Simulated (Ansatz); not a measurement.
The parent structure is Bi (space group R-3m, No. 166; relaxed with 0.1 eV smearing).

```xyz
2
Lattice="2.2365 1.2913 3.7552 -2.2365 1.2913 3.7552 0.0000 -2.5825 3.7552" Properties=species:S:1:pos:R:3 pbc="T T T"
Bi     0.0000     0.0000     2.7056
Bi     0.0000     0.0000     8.5599
```

Cartesian axes are those of the cell as printed.

Method: Ansatz (a quantum-chemistry and plane-wave program), PBEsol-D3(BJ), PAW, cutoff 420 eV, scalar-relativistic without spin-orbit coupling, earlier PAW set.

Modification: uniaxial strain ε_xx = −2.77 %, all other strain components held at zero; the atoms relax in the strained cell.

**Question.** Predict the stress tensor and what it implies for the stiffness.

**Answer.** Stress of the strained cell less that of the base (GPa, compression positive):
```
    2.2     0.0     0.0
    0.0     1.1    -0.5
    0.0    -0.5     1.2
```

Then −Δσ_ii/ε with ε = -0.0277 gives secant stiffness values (nonlinear terms included at this strain): C11 ≈ 80 GPa, C12 ≈ 38 GPa and C13 ≈ 42 GPa.

As a check, the harmonic strain energy −½ V₀ Δσ:ε is 6.2 meV/atom; the computed energy rise is 6.3 meV/atom.

Whether these cells are dynamically stable was not tested.
